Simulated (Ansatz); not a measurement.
Candidates (primitive cells; geometry: cell and atoms relaxed with PBEsol):
A. Si (Fd-3m), a = b = c = 3.8423 Å, α = β = γ = 60.00°
B. Si₂N₂O (Cmc2_1), a = b = 5.2447 Å, c = 4.8651 Å, α = β = 90.00°, γ = 63.47°
C. SiO₂ (P3_221), a = b = 4.9487 Å, c = 5.4412 Å, α = β = 90.00°, γ = 120.00°

Problem. Put the candidates in order of Seebeck coefficient, p-type 1e19 cm⁻³, lowest first, for Ansatz (a first-principles code) with PBEsol, rigid bands.

Solution. A (319 μV/K), B (441 μV/K), C (618 μV/K)

Seebeck coefficients are for the stated density at 300 K, with one relaxation time for all states and whether or not that doping can be reached. Spin-orbit coupling is left out.

Formula and space group known from diffraction (Crystallography Open Database), not checked to be the room-temperature form: Si2N2O (Cmc2_1).
